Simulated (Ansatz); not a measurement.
## Be2Re (space group P6_3/mmc, No. 194; a cell from a computed database, its experimental status unchecked)

```
CELL_PARAMETERS angstrom
      4.34397     0.00000     0.00000
     -2.17199     3.76199     0.00000
      0.00000     0.00000     7.08683
ATOMIC_POSITIONS crystal
  Be 0.00000 0.00000 0.00000
  Be 0.00000 0.00000 0.50000
  Be 0.83089 0.66179 0.25000
  Be 0.16911 0.33821 0.75000
  Be 0.16911 0.83089 0.75000
  Be 0.83089 0.16911 0.25000
  Be 0.33821 0.16911 0.25000
  Be 0.66179 0.83089 0.75000
  Re 0.33333 0.66667 0.06180
  Re 0.66667 0.33333 0.93820
  Re 0.66667 0.33333 0.56180
  Re 0.33333 0.66667 0.43820
```

The values are results of PBEsol (Ansatz, an electronic-structure program, PAW, without spin-orbit coupling), not measurements. Settings: 10×10×6 k-points, 0.05 eV Fermi–Dirac smearing.

| Item | Result |
|---|---|
| Volume per atom | 9.65 Å³ |
| Density | 11.71 g/cm³ |
| Band gap | zero |
| Total energy | -3639.687 eV/atom (σ→0; compares only within this code and set-up) |

Whether these cells are dynamically stable was not tested. All final runs are without spin polarisation.
